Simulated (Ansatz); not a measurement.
Cs2NaBiF6, response to strain

The parent structure is Cs₂NaBiF₆ (space group Fm-3m, No. 225; a = 9.152 Å). Axes: x, y, z lie along the cube axes.

Strains are applied to the cell and any free atomic positions relax; under stress the whole cell relaxes.

Computed with PBEsol/PAW in Ansatz (a quantum-chemistry and plane-wave program), scalar-relativistic without spin-orbit coupling, earlier PAW set.

Candidates:
(a) uniaxial strain ε_yy = +0.46 %
(b) uniaxial strain ε_xx = +4.33 %
(c) isotropic strain +5.00 %
(d) uniaxial stress, 2 GPa compression along x

Notes on the quantities. energy relative to the base: free energy F.

### Question
Order them by energy relative to the base, highest first.

### Answer
(c) isotropic strain +5.00 % (+36 meV/atom), (b) uniaxial strain ε_xx = +4.33 % (+5.3 meV/atom), (d) uniaxial stress, 2 GPa compression along x (+3.5 meV/atom), (a) uniaxial strain ε_yy = +0.46 % (+0.1 meV/atom)

Beyond what the load breaks, stability against distortions was not tested.
